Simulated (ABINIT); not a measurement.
A self-consistent single point of I (Cmce, 4 atoms in the cell) with ABINIT.

Level of theory: PBE, norm-conserving pseudopotentials (PseudoDojo nc-sr-05 PBE standard) (plane waves; ABINIT).

The change in words: lattice scaled by 0.98. Reference geometry:
```
CELL_PARAMETERS angstrom
      2.40290    -3.64700     0.00000
      2.40290     3.64700     0.00000
      0.00000     0.00000     9.82231
ATOMIC_POSITIONS crystal
  I  0.84600 0.84600 0.88300
  I  0.65400 0.65400 0.38300
  I  0.34600 0.34600 0.61700
  I  0.15400 0.15400 0.11700
```

Reference input (self-consistent single point, DFT, PBE, plane waves, norm-conserving pseudopotentials (PseudoDojo nc-sr-05 PBE standard)): pseudos = [I.upf]; ecut = 35 Ha; ixc = 11; occopt = 3; tsmear = 0.01 eV; ngkpt = 4 4 2; nshiftk = 1; shiftk = 0 0 0; potentials = PseudoDojo nc-sr-05 PBE standard; nband = 19; kptopt = 1; nstep = 100. This run's input differs from it in these lines:

```diff
@@ -5,5 +5,5 @@
 rprim
-         2.4029040000   -3.6469960000    0.0000000000
-         2.4029040000    3.6469960000    0.0000000000
-         0.0000000000    0.0000000000    9.8223070000
+         2.3548460000   -3.5740560000    0.0000000000
+         2.3548460000    3.5740560000    0.0000000000
+         0.0000000000    0.0000000000    9.6258610000
 natom 4
```

The program printed (abridged):

```
--- !BeginCycle
solver: {iscf: 7, nstep: 100, nline: 4, wfoptalg: 0, }
tolerances: {toldfe: 1.00E-09, }
...

     iter   Etot(hartree)      deltaE(h)  residm     vres2
 ETOT  1  -51.720667560000    -5.172E+01 9.477E-02 2.908E+01
 ETOT  2  -51.743586921820    -2.292E-02 2.012E-03 1.327E+00
 ETOT  3  -51.743673909789    -8.699E-05 3.679E-04 1.636E-01
 ETOT  4  -51.743682801860    -8.892E-06 3.042E-04 6.780E-03
 ETOT  5  -51.743683163454    -3.616E-07 7.103E-05 1.168E-04
 ETOT  6  -51.743683175453    -1.200E-08 7.417E-05 2.181E-05
 ETOT  7  -51.743683176880    -1.428E-09 2.212E-05 5.905E-07
 ETOT  8  -51.743683176915    -3.498E-11 2.930E-05 7.309E-08
 ETOT  9  -51.743683176919    -4.320E-12 5.949E-06 1.279E-09
 At SCF step    9, etot is converged :
  for the second time, diff in etot=  4.320E-12 < toldfe=  1.000E-09

 Cartesian components of stress tensor (hartree/bohr^3)
  sigma(1 1)= -6.69456494E-05  sigma(3 2)=  0.00000000E+00
  sigma(2 2)= -5.66740696E-05  sigma(3 1)=  0.00000000E+00
  sigma(3 3)= -1.23133356E-04  sigma(2 1)=  0.00000000E+00

 ----iterations are completed or convergence reached----

 reduced coordinates (array xred) for    4 atoms
       0.846000000000      0.846000000000      0.883000000000
       0.654000000000      0.654000000000      0.383000000000
       0.346000000000      0.346000000000      0.617000000000
       0.154000000000      0.154000000000      0.117000000000
 cartesian forces (eV/Angstrom) at end:
    1     -0.39879797032549     0.00000000000000    -0.71557170138346
   [... lines left out ...]
 Fermi (or HOMO) energy (hartree) =   0.09423   Average Vxc (hartree)=  -0.30492
 Fermi (or HOMO) energy (eV) =   2.56419   Average Vxc (eV)=  -8.29737
   [... lines left out ...]
total_energy        : -5.17436831769193E+01
total_energy_eV     : -1.40801722525738E+03
band_energy         : -3.47050645044212E+00
...

-Cartesian components of stress tensor (GPa)         [Pressure=  2.4199E+00 GPa]
- sigma(1 1)= -1.96960867E+00  sigma(3 2)=  0.00000000E+00
- sigma(2 2)= -1.66740841E+00  sigma(3 1)=  0.00000000E+00
- sigma(3 3)= -3.62270779E+00  sigma(2 1)=  0.00000000E+00

 Calculation completed.
```

The run converged in 9 iterations. Against the reference run the free energy goes up by 24.0 meV/atom, the pressure goes from 0.69 to 2.42 GPa, the largest force goes from 0.362 to 0.819 eV/Å and the gap on the mesh goes from 1.142 to 1.238 eV.

The starting cell has typed, rounded lattice constants, without a prior relaxation at this level. Its lattice was rescaled by a random factor within 2.5 % of one. For this run, on top of that: lattice scaled by 0.98. Spin-orbit coupling is off.

Cost on one core of a shared machine: roughly 60 s.
